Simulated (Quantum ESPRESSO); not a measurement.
Quantum ESPRESSO run on Ba₆Mg₂₃ (Fm-3m, 29 atoms in the cell): self-consistent single point.

Method of the run: PBEsol, GBRV 1.5 ultrasoft (PBESOL) pseudopotentials (plane waves; Quantum ESPRESSO).

```yaml
crystal:
  lattice:
    - [-7.59695, 0.00000, 7.59695]
    - [0.00000, 7.59695, 7.59695]
    - [-7.59695, 7.59695, 0.00000]
  atoms:
    - { symbol: Ba, position: [0.21082, 0.78918, 0.21082] }
    - { symbol: Ba, position: [0.78918, 0.21082, 0.78918] }
    - { symbol: Ba, position: [0.21082, 0.78918, 0.78918] }
    - { symbol: Ba, position: [0.78918, 0.21082, 0.21082] }
    - { symbol: Ba, position: [0.21082, 0.21082, 0.78918] }
    - { symbol: Ba, position: [0.78918, 0.78918, 0.21082] }
    - { symbol: Mg, position: [0.62304, 0.62304, 0.62304] }
    - { symbol: Mg, position: [0.37696, 0.37696, 0.37696] }
    - { symbol: Mg, position: [0.86912, 0.37696, 0.37696] }
    - { symbol: Mg, position: [0.13088, 0.62304, 0.62304] }
    - { symbol: Mg, position: [0.62304, 0.62304, 0.13088] }
    - { symbol: Mg, position: [0.37696, 0.37696, 0.86912] }
    - { symbol: Mg, position: [0.37696, 0.86912, 0.37696] }
    - { symbol: Mg, position: [0.62304, 0.13088, 0.62304] }
    - { symbol: Mg, position: [0.17748, 0.46756, 0.17748] }
    - { symbol: Mg, position: [0.82252, 0.53244, 0.82252] }
    - { symbol: Mg, position: [0.82252, 0.82252, 0.82252] }
    - { symbol: Mg, position: [0.17748, 0.17748, 0.17748] }
    - { symbol: Mg, position: [0.46756, 0.17748, 0.17748] }
    - { symbol: Mg, position: [0.53244, 0.82252, 0.82252] }
    - { symbol: Mg, position: [0.82252, 0.82252, 0.53244] }
    - { symbol: Mg, position: [0.17748, 0.17748, 0.46756] }
    - { symbol: Mg, position: [0.00000, 0.50000, 0.50000] }
    - { symbol: Mg, position: [0.00000, 0.50000, 0.00000] }
    - { symbol: Mg, position: [0.50000, 0.00000, 0.00000] }
    - { symbol: Mg, position: [0.50000, 0.00000, 0.50000] }
    - { symbol: Mg, position: [0.00000, 0.00000, 0.50000] }
    - { symbol: Mg, position: [0.50000, 0.50000, 0.00000] }
    - { symbol: Mg, position: [0.50000, 0.50000, 0.50000] }
```

Reference input (self-consistent single point, DFT, PBEsol, plane waves, GBRV 1.5 ultrasoft (PBESOL) pseudopotentials): ecutwfc = 40 Ry; ecutrho = 200 Ry; occupations = smearing; smearing = mp; degauss = 0.0036749 Ry; potentials = {Ba: ba_pbesol_v1.uspp.F.UPF, Mg: mg_pbesol_v1.4.uspp.F.UPF}; K_POINTS = automatic 2 2 2 0 0 0; conv_thr = 1e-08 Ry; mixing_beta = 0.7. This run's input differs from it in these lines:

```diff
@@ -17,3 +17,3 @@
  smearing = 'mp'
- degauss = 0.0036749
+ degauss = 0.0018375
 /
```

The program printed (abridged):

```
     Self-consistent Calculation

     iteration #  1     ecut=    40.00 Ry     beta= 0.70

     Threshold (ethr) on eigenvalues was too large:
     Diagonalizing with lowered threshold

     negative rho (up, down):  5.367E-01 0.000E+00

     total energy              =   -3298.23198119 Ry
     estimated scf accuracy    <       2.58627071 Ry

     iteration #  2     ecut=    40.00 Ry     beta= 0.70

     negative rho (up, down):  5.309E-01 0.000E+00

     total energy              =   -3298.31709954 Ry
     estimated scf accuracy    <       1.37077466 Ry

     iteration #  3     ecut=    40.00 Ry     beta= 0.70

     negative rho (up, down):  5.302E-01 0.000E+00

     total energy              =   -3298.54551310 Ry
     estimated scf accuracy    <       2.52395751 Ry

   [... 9 blocks of this kind left out ...]

     iteration # 13     ecut=    40.00 Ry     beta= 0.70

     negative rho (up, down):  5.294E-01 0.000E+00

     total energy              =   -3298.85221019 Ry
     estimated scf accuracy    <       0.00000001 Ry

     iteration # 14     ecut=    40.00 Ry     beta= 0.70

     negative rho (up, down):  5.294E-01 0.000E+00
     End of self-consistent calculation

   [... 19 lines left out ...]

   [... 19 lines left out ...]

   [... 19 lines left out ...]

     the Fermi energy is     5.6185 ev

!    total energy              =   -3298.85221019 Ry
     estimated scf accuracy    <          3.6E-10 Ry
     smearing contrib. (-TS)   =      -0.00076534 Ry
     internal energy E=F+TS    =   -3298.85144485 Ry

     convergence has been achieved in  14 iterations

     negative rho (up, down):  5.294E-01 0.000E+00

     Forces acting on atoms (cartesian axes, Ry/au):

     atom    1 type  1   force =    -0.00509692    0.00000000    0.00000000
     atom    2 type  1   force =     0.00509692    0.00000000    0.00000000
     atom    3 type  1   force =     0.00000000   -0.00509692    0.00000000
   [... lines left out ...]
     Total force =     0.017374     Total SCF correction =     0.000055
   [... lines left out ...]

     negative rho (up, down):  5.294E-01 0.000E+00
          total   stress  (Ry/bohr**3)                   (kbar)     P=       -7.64
  -0.00005194   0.00000000   0.00000000           -7.64        0.00        0.00
   0.00000000  -0.00005194  -0.00000000            0.00       -7.64       -0.00
   0.00000000  -0.00000000  -0.00005194            0.00       -0.00       -7.64

   JOB DONE.
```

The run converged in 14 iterations. Against the reference run the free energy hardly moves (within 1 meV/atom), the pressure hardly changes (-0.75 to -0.76 GPa) and the largest force goes from 0.137 to 0.131 eV/Å.

The starting cell comes from a database of computed structures (which also holds hypothetical and non-ambient phases and stackings), without a prior relaxation at this level.

Cost on one core of a shared machine: roughly 10 min.
